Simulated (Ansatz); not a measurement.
```
CELL_PARAMETERS angstrom
      0.00000     1.85531     1.75711
      1.85531     0.00000     1.75711
      1.85531     1.85531     0.00000
ATOMIC_POSITIONS crystal
  C  0.00000 0.00000 0.00000
  C  0.25000 0.25000 0.25000
```

Computed with HSE06, rigid bands (plane waves, PAW, scalar-relativistic; Ansatz, a first-principles code). Condition of this run: biaxial stress in (001) of -44 GPa (compression positive) (the target of the relaxation). Cell: cell and atoms relaxed with PBEsol, then loaded as said.

### Question
What conductivity effective mass do dilute holes have at 300 K?

### Answer
0.29 (x), 0.29 (y), 0.53 (z) mₑ.

### Question
Predict the electron conductivity mass (n e² τ/σ) at 300 K, by direction if it differs.

### Answer
0.28 (x), 0.28 (y), 1.34 (z) mₑ.

### Question
And the band gap?

### Answer
3.76 eV at this level.

Rigid bands, one relaxation time for all states, no polarons. Spin-orbit coupling is left out. Geometry: cell and atoms relaxed with PBEsol.
